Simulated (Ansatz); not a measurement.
## Pt: pressure series

Base system: Pt in the fcc (Cu type) structure (space group Fm-3m, No. 225; a = 3.894 Å).

Cell and atoms are relaxed at each pressure.

Level of theory: LDA (Ansatz, a first-principles code), scalar-relativistic without spin-orbit coupling.

```
P (GPa)  V (Å³/atom)
-------  -----------
-2.01         14.860
-1.01         14.810
0.89          14.718
2.08          14.663
4.50          14.554
9.01          14.363
15.02         14.131
22.50         13.871
30.00         13.636
```

Q: Fit a third-order Birch–Murnaghan equation of state.

A: Least squares on P(V) = (3B₀/2)[(V₀/V)^(7/3) − (V₀/V)^(5/3)]·[1 + (3/4)(B₀′ − 4)((V₀/V)^(2/3) − 1)] gives V₀ = 14.76 Å³/atom, B₀ = 307 GPa and B₀′ = 5.3.

Measured bulk modulus of Pt: 289 GPa (static lattice; corrected from measurement; as listed in H. Levämäki et al., Physical Review B (2014)); the computed value is 6 % above it.

Load acts through the strain it causes; cell and atoms are relaxed under it. Whether these cells are dynamically stable was not tested. Competing high-pressure phases were not computed. The final runs are not spin-polarised.
